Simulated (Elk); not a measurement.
Elk run on CuZn (Pm-3m, 2 atoms in the cell): self-consistent single point.

Level of theory: PBEsol, all-electron FP-LAPW, Elk's shipped species files, APW+lo basis with extra local orbitals (Elk).

```xyz
2
Lattice="2.9928 0.0000 0.0000 0.0000 2.9928 0.0000 0.0000 0.0000 2.9928" Properties=species:S:1:pos:R:3 pbc="T T T"
Zn     1.4964     1.4964     1.4964
Cu     0.0000     0.0000     0.0000
```

Reference input (self-consistent single point, DFT, PBE, all-electron FP-LAPW, Elk's shipped species files, APW+lo basis with extra local orbitals): xctype = 20; rgkmax = 7.5; stype = 0; swidth = 0.00999582 Ha; ngridk = 7 7 7; gmaxvr = 14 1/bohr; nxlo = 2; lorbcnd = true; rmtscf = 0.96; lmaxi = 3. This run's input differs from it in these lines:

```diff
@@ -4,3 +4,3 @@
 xctype
-  20
+  22
```

Log, with long lists cut:

```
│ Self-consistent loop started │
│ Loop number : 1 │
 total energy                :     -3432.85454970
│ Loop number : 2 │
 total energy                :     -3433.93179925
RMS change in Kohn-Sham potential (target) :   0.3919981813     (  0.1000000000E-05)
Absolute change in total energy (target)   :    1.077249546     (  0.1000000000E-03)
│ Loop number : 3 │
 total energy                :     -3437.18815239
RMS change in Kohn-Sham potential (target) :   0.3250186962     (  0.1000000000E-05)
Absolute change in total energy (target)   :    3.525665529     (  0.1000000000E-03)
│ Loop number : 4 │
   [... lines left out ...]
Absolute change in total energy (target)   :   0.2269835239E-02 (  0.1000000000E-03)
│ Loop number : 14 │
 total energy                :     -3448.48224595
RMS change in Kohn-Sham potential (target) :   0.2550588460E-05 (  0.1000000000E-05)
Absolute change in total energy (target)   :   0.4506271116E-03 (  0.1000000000E-03)
│ Loop number : 15 │
 total energy                :     -3448.48216461
RMS change in Kohn-Sham potential (target) :   0.3763016906E-06 (  0.1000000000E-05)
Absolute change in total energy (target)   :   0.3131858148E-04 (  0.1000000000E-03)
Convergence targets achieved

│ Loop number : 16 │

Energies :
 Fermi                       :     0.247676772429
 total energy                :     -3448.48214431

Density of states at Fermi energy :    11.21042266
 (states/Hartree/unit cell)

Estimated indirect band gap :   0.1317568866E-01
 from k-point      3 to k-point      6
Estimated direct band gap   :   0.5850248478E-01
 at k-point     19

Charges :
 core                        :    24.00000000
 valence                     :    35.00000000
 interstitial                :    2.245917864
 muffin-tins (core leakage)
  species :    1 (Zn)
   atom    1                 :    28.76176303     (  0.1457665425E-03)
  species :    2 (Cu)
   atom    1                 :    27.99231911     (  0.2750146179E-03)
 total in muffin-tins        :    56.75408214
 total calculated charge     :    58.98590248
 total charge                :    59.00000000
 error                       :   0.1409751933E-01

│ Self-consistent loop stopped │
```

The run converged in 16 iterations. The count includes the last loop, which Elk runs after its targets are met. 

The starting cell has typed, rounded lattice constants, without a prior relaxation at this level. Its lattice was rescaled by a random factor within 2.5 % of one. Spin polarisation is off. Values depend on the basis (sphere radii, cutoffs, local orbitals), which need not be converged. The log's line on a gap gives a spacing of levels on this mesh, which the program prints for metals too.
